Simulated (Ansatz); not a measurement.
Consider SiC in the wurtzite structure (space group P6_3mc, No. 186; a = 3.075 Å, c = 5.048 Å).

The values are results of r2SCAN in Ansatz (plane waves to 500 eV, PAW, spin-orbit coupling left out), not measurements.

Before the change:

- Width of the top valence band: 4.03 eV
- Shortest interatomic distance: 1.883 Å
- Smallest direct gap: 4.48 eV

Perturbation: hydrostatic tension (pressure −1 GPa).

### Question
What happens to the width of the top valence band, shortest interatomic distance and smallest direct gap?

### Answer
The width of the top valence band is nearly the same (4.03 eV against 4.01 eV); the shortest interatomic distance rises by 0.003 Å (1.883 Å → 1.886 Å); the smallest direct gap is nearly the same (4.48 eV against 4.47 eV).

Load acts through the strain it causes; cell and atoms are relaxed under it. Whether these cells are dynamically stable was not tested.

Ansatz is an electronic-structure program.
